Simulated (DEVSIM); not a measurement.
**Al0.35Ga0.65As/GaAs p-n heterojunction**

Device: Al0.35Ga0.65As/GaAs p-n heterojunction, at 300 K.

| layer (left to right) | material | thickness (μm) | Nd (cm⁻³) | Na (cm⁻³) | τn (s) | τp (s) |
|---|---|---|---|---|---|---|
| 1 | Al0.35Ga0.65As | 0.340 | - | 1.5e17 | 4.6e-9 | 4.6e-9 |
| 2 | GaAs | 1.90 | 4.7e15 | - | 4.6e-9 | 4.6e-9 |

Left contact: ohmic. Right contact: ohmic. Voltage is applied to the left contact. Recombination: SRH at mid-gap, Auger. Mobility is μmin + (μ − μmin)/(1 + (N/Nref)^α).

The device is made up for the run: typed textbook-type constants, with dimensions and the other settings drawn at random. Values at 300 K.

```csv
parameter,Al0.35Ga0.65As,GaAs
gap (eV),1.8604,1.424
affinity (eV),3.7935,4.07
permittivity,11.91,12.9
Nc (cm⁻³),7.44e17,4.7e17
Nv (cm⁻³),9e18,9e18
μn (cm²/Vs),3495,8500
μp (cm²/Vs),176,400
"μn,min",500,500
"μp,min",20,20
"Nref,n",6e16,6e16
"Nref,p",1.5e17,1.5e17
αn,0.39,0.39
αp,0.38,0.38
Cn (cm⁶/s),1e-30,1e-30
Cp (cm⁶/s),1e-30,1e-30
```

DEVSIM, 1D drift-diffusion, Boltzmann statistics, complete ionisation; no tunnelling, impact ionisation, image-force lowering or self-heating. Band offsets follow the typed affinities; no thermionic-emission limit at abrupt steps, no polarisation charge.

The potential step across the device at zero bias is 1.359 V and the largest field in the device at zero bias is 71000 V/cm. The dark forward voltage at 1 A/cm² is 1.008 V and the dark forward voltage at 100 A/cm² is 1.156 V.

Dark reverse current:

```csv
V (V),J (A/cm²)
-0.10,-1.9e-10
-0.25,-3.8e-10
-0.50,-6.7e-10
-0.75,-9.2e-10
-1.00,-1.1e-9
-1.50,-1.5e-9
-2.00,-1.9e-9
-2.50,-2.2e-9
-3.25,-2.7e-9
-4.00,-3.1e-9
-5.00,-3.5e-9
```

Dark forward current:

```
V (V)  J (A/cm²)
-----  ---------
0.05     2.3e-10
0.10     7.9e-10
0.20      6.3e-9
0.25      1.7e-8
0.30      4.7e-8
0.40      3.5e-7
0.45      9.6e-7
0.55      7.3e-6
0.60      2.0e-5
0.65      5.8e-5
0.75     0.00050
0.80      0.0016
0.85      0.0060
0.95        0.13
1.00        0.76
1.10          23
1.15          87
1.20         260
1.30        1200
1.35        2100
```
